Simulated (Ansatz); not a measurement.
For Al4Si3 (model structure, started from the Al4C3 type, R-3m, No. 166, 7 atoms in the cell), PBEsol (plane waves, PAW; Ansatz, a quantum-chemistry and plane-wave program) gives:

```
Item                                  Result
------------------------------  ------------
equilibrium lattice constant a       4.048 Å
c axis length                       31.106 Å
bulk modulus                        68.8 GPa
cohesive energy                 4.08 eV/atom
```

### Question
What does r²SCAN (plane waves, PAW; Ansatz) give for the same quantities?

### Answer

- lattice constant a: 4.058 Å (rises by 0.2 %)
- lattice parameter c: 31.085 Å (decreases by 0.1 %)
- bulk modulus: 71.2 GPa (rises by 3.5 %)
- cohesive energy: 3.86 eV/atom (shrinks by 0.22 eV/atom)

Changes are worked out from the printed values.

Unless a cell is named, each level is at its own relaxed cell (PBEsol 21.02, r²SCAN 21.11 Å³/atom).

Caveats: the bulk modulus is −V dP/dV from two relaxed cells at ±2 % in volume (PBEsol, r²SCAN). Ansatz's density-functional and Hartree–Fock values are scalar-relativistic unless marked +SOC, with PAW data made under PBE.

A model structure was made by putting elements into a prototype or built by hand; it is no filed structure, need not be a known phase, and can be a saddle point held by its symmetry.
